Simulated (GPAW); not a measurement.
Band structure of ZnSe (F-43m, 2 atoms in the cell).

```xyz
2
Lattice="0.0000 2.8350 2.8350 2.8350 0.0000 2.8350 2.8350 2.8350 0.0000" Properties=species:S:1:pos:R:3 pbc="T T T"
Zn     0.0000     0.0000     0.0000
Se     1.4175     1.4175     1.4175
```

Method of the run: PBE, GPAW PAW datasets PBE (gpaw-data 1.0.1) (plane waves; GPAW).

Settings: mode = pw; ecut = 800 eV; xc = PBE; kpts = 10 10 10; mesh shift (steps) = 0 0 0; occupations.name = fermi-dirac; occupations.width = 0.01 eV; nbands = -6; convergence.bands = -4; symmetry.symmorphic = false; symmetry.tolerance = 0.0005; maxiter = 150; bandpath_npoints = 40.

The starting cell has typed, rounded lattice constants, without a prior relaxation at this level.

**Question.** Predict the gap along the standard path and the places of the band edges.

**Answer.** The gap along the path is 1.29 eV, direct at Γ to within 0.01 eV.

Levels in eV from the top of the valence band on the SCF mesh, bands 6 to 13:
```json
[
 {"point": "Γ", "6": "-6.15", "7": "0.00", "8": "0.00", "9": "0.00", "10": "1.29", "11": "5.81", "12": "5.81", "13": "5.81"},
 {"point": "X", "6": "-5.97", "7": "-4.74", "8": "-2.18", "9": "-2.18", "10": "2.99", "11": "3.47", "12": "10.72", "13": "11.25"},
 {"point": "W", "6": "-5.85", "7": "-4.67", "8": "-2.75", "9": "-2.65", "10": "5.48", "11": "5.55", "12": "6.97", "13": "7.72"},
 {"point": "K", "6": "-5.88", "7": "-4.70", "8": "-3.08", "9": "-1.79", "10": "3.59", "11": "5.60", "12": "9.05", "13": "9.27"},
 {"point": "L", "6": "-5.99", "7": "-5.21", "8": "-0.86", "9": "-0.86", "10": "2.55", "11": "6.39", "12": "6.39", "13": "8.57"},
 {"point": "U", "6": "-5.88", "7": "-4.70", "8": "-3.08", "9": "-1.79", "10": "3.59", "11": "5.60", "12": "9.05", "13": "9.27"}
]
```
